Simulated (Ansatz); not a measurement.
The reference is ScAl3 in the Cu3Au type structure (space group Pm-3m, No. 221; relaxed with 0.1 eV smearing).

Space group Pm-3m (No. 221); a = b = c = 4.033 Å, α = β = γ = 90.00°

```
atom  site  symmetry       x       y       z
----  ----  --------  ------  ------  ------
Sc      1a      m-3m  0.0000  0.0000  0.0000
Al      3c    4/mm.m  0.0000  0.5000  0.5000
```

All numbers come from LDA, PAW, 420 eV (Ansatz, a first-principles code; without spin-orbit coupling).

Before the change:

The pressure is 0.0 GPa. The band gap is zero.

Modification: an isotropic linear strain of −0.60 %; the atoms relax in the strained cell.

Q: How does this affect the energy relative to the base, pressure and band gap?

A: The energy goes up by 1.6 meV/atom; the pressure goes from zero to 1.8 GPa; the band gap stays zero.

No phonon test of stability was made. The final runs are not spin-polarised.
